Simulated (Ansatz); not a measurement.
Results of LDA (Ansatz, an electronic-structure program, PAW) for SrTiO3 (I4/mcm, No. 140, 10 atoms in the cell; start mp-4651).

From the output:

```
Crystal: 10 atoms, lattice volume = 114.235 Å³
Basis set: ecut = 520 eV, 3119 PW (Γ), exchange–correlation on 90×90×90 points (8 copies of the dense FFT grid, shifted against one another)
Bands: 50, of which v1, the nominal top of the filled ones, is band 40 counted from 1 (39 counted from 0)
Symmetry: 16 space group operations
Space group: I4/mcm (ITA 140), of the structure as read, at distance tolerance 4.9e-5 Å
k-points: 102 of 1000
Initial density: superposition of atomic densities (chi_scale 0.1, normalization cell, long waves kept (reshape's long-wave potential 0.00 eV rms))
Functional: x = slater, c = lda
SCF iter   1: F=—  HF=-15139.604528 eV  |F-HF|=—  |Δ(HF+E_count)|=         —  Δρ=5.22e-2  dr2=2.80e0
SCF iter   2: F=—  HF=-15139.171063 eV  |F-HF|=—  |Δ(HF+E_count)|=   4.33e-1  Δρ=2.79e-2  dr2=9.91e-1
  ...
SCF iter   9: F=—  HF=-15138.962739 eV  |F-HF|=—  |Δ(HF+E_count)|=   1.33e-9  Δρ=1.20e-6  dr2=2.10e-9
SCF iter  10: F=-15138.962739 eV  HF=-15138.962739 eV  |F-HF|=2.55e-11  |Δ(HF+E_count)|=  3.51e-10  Δρ=2.81e-7  dr2=9.76e-11
SCF 1 converged in 10 iterations: F = -15138.962739 eV  dr2 = 9.76e-11
SCF converged after 10 iterations
Free energy (F): -15138.962739 eV
Internal energy: -15138.962739 eV  (E = F + TS)
E sigma→0 (E₀):  -15138.962739 eV
Fermi energy:    11.031410 eV
--- Forces (eV/Å), atoms counted from 1 ---
  atom   1  Sr     0.00000000     0.00000000     0.00000000
  atom   2  Sr    -0.00000000    -0.00000000    -0.00000000
  atom   3  Ti     0.00000000     0.00000000     0.00000000
  atom   4  Ti     0.00000000     0.00000000     0.00000000
  atom   5  O      0.00106867     0.00106867     0.00000000
  atom   6  O     -0.00106867    -0.00106867     0.00000000
  atom   7  O     -0.00106867     0.00106867    -0.00000000
  atom   8  O      0.00106867    -0.00106867     0.00000000
  atom   9  O      0.00000000     0.00000000     0.00000000
  atom  10  O      0.00000000     0.00000000    -0.00000000
--- Stress (GPa, compression-positive) ---
       -0.005971       0.000000       0.000000
        0.000000      -0.005971      -0.000000
        0.000000      -0.000000       0.008639
  P = ⅓ Tr σ = -0.0011 GPa (-0.011 kbar)
```

Q: Write an input file that could have produced this run (the log leaves some choices open).

A: Several could match; the one computed here: 
Ansatz 0.2 input:
```yaml
crystal:
  lattice:
    - [-2.7159416748, 2.7159416748, 3.8716751525]
    - [2.7159416748, -2.7159416748, 3.8716751525]
    - [2.7159416748, 2.7159416748, -3.8716751525]
  atoms:
    - { symbol: Sr, position: [0.75, 0.25, 0.5] }
    - { symbol: Sr, position: [0.25, 0.75, 0.5] }
    - { symbol: Ti, position: [0.0, 0.0, 0.0] }
    - { symbol: Ti, position: [0.5, 0.5, 0.0] }
    - { symbol: O, position: [0.7775363252, 0.2775363252, 0.0550726504] }
    - { symbol: O, position: [0.2224636748, 0.7224636748, 0.9449273496] }
    - { symbol: O, position: [0.2775363252, 0.2224636748, 0.5] }
    - { symbol: O, position: [0.7224636748, 0.7775363252, 0.5] }
    - { symbol: O, position: [0.75, 0.75, 0.0] }
    - { symbol: O, position: [0.25, 0.25, 0.0] }
basis:
  ecutwfc: 520
  ecutrho_ratio: 4
  xc_grid: 2
kpoints:
  mp_grid: { grid: [10, 10, 10] }
  band_path:
    path:
      - [0.0, 0.0, 0.0]
      - [0.0, 0.0, 0.0625]
      - [0.0, 0.0, 0.125]
      - [0.0, 0.0, 0.1875]
      - [0.0, 0.0, 0.25]
      - [0.0, 0.0, 0.3125]
      - [0.0, 0.0, 0.375]
      - [0.0, 0.0, 0.4375]
      - [0.0, 0.0, 0.5]
      - [0.083333, 0.083333, 0.416667]
      - [0.166667, 0.166667, 0.333333]
      - [0.25, 0.25, 0.25]
      - [0.2, 0.3, 0.2]
      - [0.15, 0.35, 0.15]
      - [0.1, 0.4, 0.1]
      - [0.05, 0.45, 0.05]
      - [0.0, 0.5, 0.0]
      - [0.0, 0.416667, 0.0]
      - [0.0, 0.333333, 0.0]
      - [0.0, 0.25, 0.0]
      - [0.0, 0.166667, 0.0]
      - [0.0, 0.083333, 0.0]
      - [0.0625, 0.0625, -0.0625]
      - [0.125, 0.125, -0.125]
      - [0.1875, 0.1875, -0.1875]
      - [0.25, 0.25, -0.25]
      - [0.3125, 0.3125, -0.3125]
      - [0.375, 0.375, -0.375]
      - [0.4375, 0.4375, -0.4375]
      - [0.5, 0.5, -0.5]
      - [0.436511, 0.563489, -0.436511]
      - [0.373022, 0.626978, -0.373022]
      - [-0.373022, 0.373022, 0.373022]
      - [-0.326394, 0.326394, 0.326394]
      - [-0.279767, 0.279767, 0.279767]
      - [-0.233139, 0.233139, 0.233139]
      - [-0.186511, 0.186511, 0.186511]
      - [-0.139883, 0.139883, 0.139883]
      - [-0.093256, 0.093256, 0.093256]
      - [-0.046628, 0.046628, 0.046628]
      - [-0.082015, 0.082015, 0.5]
      - [-0.164029, 0.164029, 0.5]
      - [-0.246044, 0.246044, 0.5]
      - [0.5, 0.5, -0.246044]
      - [0.5, 0.5, -0.330696]
      - [0.5, 0.5, -0.415348]
    npoints: 1
hamiltonian:
  xc: lda
  dispersion: none
  pseudopotentials: { azcp: { folder: ./paw }, kind: paw }
scf:
  occupations: { method: fermi_dirac, width: 0.01 }
  convergence: { dr2_threshold: 0.000000001 }
output:
  forces: true
  stress: true
  eigenvalues: true
  write_bands: true
```

The PAW data were made under PBE.

Computing time: roughly 100 core-seconds.

A start named mp-… is a Materials Project structure, which need not be a measured phase.
